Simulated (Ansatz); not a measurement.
# WSe2, response to strain

Consider WSe2 (space group P6_3/mmc, No. 194; layered, stacked along the Cartesian z axis).

```
WSe2
1.0
    3.27904     0.00000     0.00000
   -1.63952     2.83973     0.00000
    0.00000     0.00000    12.78623
W Se
2 4
Cartesian
  1.63952   0.94658   9.58967
  0.00000   1.89315   3.19656
  1.63952   0.94658   4.88082
  0.00000   1.89315  11.27393
  0.00000   1.89315   7.90542
  1.63952   0.94658   1.51230
```

Cartesian axes are those of the cell as printed.

Strains are applied to the cell and any free atomic positions relax.

All numbers come from PBE-D3(BJ) (Ansatz, a quantum-chemistry and plane-wave program, PAW, scalar-relativistic without spin-orbit coupling).

Notes on the quantities. energy relative to the base: free energy F.

| uniaxial strain ε_zz (%) | energy relative to the base (meV/atom) |
|---|---|
| -3 | 4.6 |
| -2.4 | 2.8 |
| -1.8 | 1.5 |
| -1.2 | ? |
| -0.6 | 0.2 |
| 0 | 0.0 |

**Question.** Fit ΔE = Aε² + Bε³ (ε in %) to the rows shown and predict the withheld row.

**Answer.** Least squares on the printed values gives A = 0.395 and B = -0.039 meV/atom (largest residual 0.0 meV/atom); this predicts 0.6 meV/atom, and the run gives 0.6 meV/atom, in agreement.

No phonon test of stability was made.
